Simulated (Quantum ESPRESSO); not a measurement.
A working Quantum ESPRESSO input for SiC (P6_3mc, 4 atoms in the cell) (DFT, PBE, plane waves, PseudoDojo standard norm-conserving (PBE) pseudopotentials):

```fortran
&control
   calculation = 'scf'
   prefix = 'scf'
   outdir = './tmp'
   pseudo_dir = './'
   tprnfor = .true.
   tstress = .true.
/
&system
   ibrav = 4
   celldm(1) = 5.90450667
   celldm(3) = 1.6415270100
   nat = 4
   ntyp = 2
   ecutwfc = 85
   occupations = 'fixed'
   nbnd = 10
/
&electrons
   conv_thr = 1e-10
   mixing_beta = 0.7
/
ATOMIC_SPECIES
Si    28.0850  Si.upf
C     12.0110  C.upf
ATOMIC_POSITIONS crystal
Si    0.33333333    0.66666667    0.49960000
Si    0.66666667    0.33333333    0.99960000
C     0.33333333    0.66666667    0.87540000
C     0.66666667    0.33333333    0.37540000
K_POINTS automatic
6 6 4  0 0 0
```

The run converged in 12 iterations: free energy E − TS -558.8774 eV; top of the valence band (on the code's own zero) 9.06 eV; gap on the k-point mesh 2.36 eV; pressure -6.31 GPa; largest force (vector length) 0.012 eV/Å. Each of these slips is then made, one at a time:

(1)
```diff
-   nat = 4
+   nat = 5
```

(2)
```diff
-   mixing_beta = 0.7
+   mixing_beta = 0.9
+   mixing_ndim = 1
```

(3)
```diff
-   ntyp = 2
+   ntyp = 3
```

### Question
Predict the outcome of each change.

### Answer

(1) An atom count that does not match the list of atoms. The program stopped before any SCF iteration.
```
Error in routine read_cards (5):
wrong number of columns in ATOMIC_POSITIONS
```

(2) Unsuitable density mixing. The run converged in 15 iterations, and against the sound input the free energy stays essentially unchanged (within 1 meV/atom), the pressure stays at -6.31 GPa, the largest force stays at 0.012 eV/Å and the gap on the mesh stays at 2.361 eV. The full log also holds: “c_bands:  1 eigenvalues not converged”.

(3) A species count that does not match the list of species. The program stopped before any SCF iteration.
```
Error in routine  card_atomic_species (5010):
cannot read atomic specie from: ATOMIC_POSITIONS crystal
```

The starting cell comes from a database of computed structures (which also holds hypothetical and non-ambient phases and stackings), without a prior relaxation at this level. Its lattice was rescaled by a random factor within 2.5 % of one. In the base run, with a pressure of about -6 GPa the cell is away from its equilibrium volume at this level.

Left out of this page: 4 runs of the series outside the window shown, repeating another row's setting, or not comparable.
